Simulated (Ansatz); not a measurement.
# Band gap of MgS (model structure, started from the litharge type, P4/nmm, No. 129, 4 atoms in the cell) at several levels of theory

No measured value is used here.

```
level (code)        value (eV)
---------------  -------------
LDA (Ansatz)     1.35 (direct)
PBE (Ansatz)     1.61 (direct)
PBEsol (Ansatz)  1.47 (direct)
r²SCAN (Ansatz)  2.08 (direct)
HSE06 (Ansatz)   2.51 (direct)
```

Computed values are for a static lattice.  LDA, PBE, PBEsol, r²SCAN: the gap is read on the k mesh or supercell of the run alone and can be too large. Values are at the PBE-D3(BJ) cell. Cutoffs and k meshes differ between the levels. Ansatz's density-functional and Hartree–Fock values are scalar-relativistic unless marked +SOC, with PAW data made under PBE.

A model structure was made by putting elements into a prototype or built by hand; it is no filed structure, need not be a known phase, and can be a saddle point held by its symmetry.

Ansatz is a program for electronic structure.
